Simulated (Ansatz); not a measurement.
# A computed series for CaS: response to strain

The parent structure is CaS in the rock salt structure (space group Fm-3m, No. 225; a = 5.6332 Å). Axes: x, y, z lie along the cube axes.

Strains are applied to the cell and any free atomic positions relax; under biaxial strain the out-of-plane vector relaxes too.

Method: Ansatz (a quantum-chemistry and plane-wave program) PBEsol, no spin-orbit coupling.

Candidates:
(a) biaxial strain −3.00 %, plane normal [001], relaxed out of plane
(b) biaxial strain +3.00 %, plane normal [001], relaxed out of plane
(c) biaxial strain −0.50 %, plane normal [001], relaxed out of plane
(d) biaxial strain +2.50 %, plane normal [001], relaxed out of plane

Q: Order them by out-of-plane strain, lowest first.

A: (b) biaxial strain +3.00 %, plane normal [001], relaxed out of plane (-0.97 %), (d) biaxial strain +2.50 %, plane normal [001], relaxed out of plane (-0.81 %), (c) biaxial strain −0.50 %, plane normal [001], relaxed out of plane (+0.16 %), (a) biaxial strain −3.00 %, plane normal [001], relaxed out of plane (+1.03 %)

Whether these cells are dynamically stable was not tested.
